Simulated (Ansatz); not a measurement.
The starting structures come from a database of crystals and need not be the phases stable at ambient conditions.

 Where the default PAW files enter, the runs use the earlier of Ansatz's two default sets.

Input:

```xyz
4
Lattice="3.8635 0.0000 0.0000 0.0000 6.3414 0.0000 1.9317 0.0000 3.3459" Properties=species:S:1:pos:R:3 pbc="T T T"
Al     1.9317     6.3410     1.1153
Al     3.8635     3.1703     2.2306
P      1.9317     3.9638     1.1153
P      3.8635     0.7931     2.2306
```

Space group of this cell: P6_3mc, wurtzite. The cell is taken as given.

Level of theory: PBEsol (plane waves, PAW; Ansatz, a program for electronic structure).

The current runs along the normal of the first two printed vectors; no spin-orbit coupling. Scaled by the factor s: the length along the current (ions clamped). Meshes 10×6×10 and 8×6 across the current in all rows.

```
s     mean pressure (GPa)  band gap (eV)
----  -------------------  -------------
0.97                  2.7           1.58
1.00                 -0.1           1.83
1.03                 -2.5              ?
```

**Question.** Take the slope of the band gap against ln s from the two given rows, extrapolate to s = 1.03, and say what the run there gives.

**Answer.** Slope = (1.58 − 1.83) / ln 0.97 = 8.21 eV. The line gives 1.83 + (8.21) × ln 1.03 = 2.07 eV. The run gives 1.66 eV, 0.41 eV under the line, 170 % of the predicted step.
